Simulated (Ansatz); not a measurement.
The parent structure is MgS in the rock salt structure (space group Fm-3m, No. 225; a = 5.2031 Å).

The change: every Mg is replaced by Be; the structure is relaxed again.

Levels (all Ansatz, an electronic-structure program, PAW): r2SCAN (500 eV, without spin-orbit coupling); HSE06 (420 eV, no spin-orbit coupling).

The geometry is relaxed with r2SCAN.

* **r2SCAN band gap**: 1.33 eV

**Question.** How does going to HSE06 change the band gap?

**Answer.** The band gap increases by 0.41 eV (1.33 eV → 1.74 eV).

Single points use the geometry relaxed with r2SCAN. The hybrid gap comes from the SCF mesh plus the semilocal run's edge points and a few special points and is an upper bound. Whether these cells are dynamically stable was not tested. As relaxed here, BeS is a hypothetical phase, not in the database extracts checked.
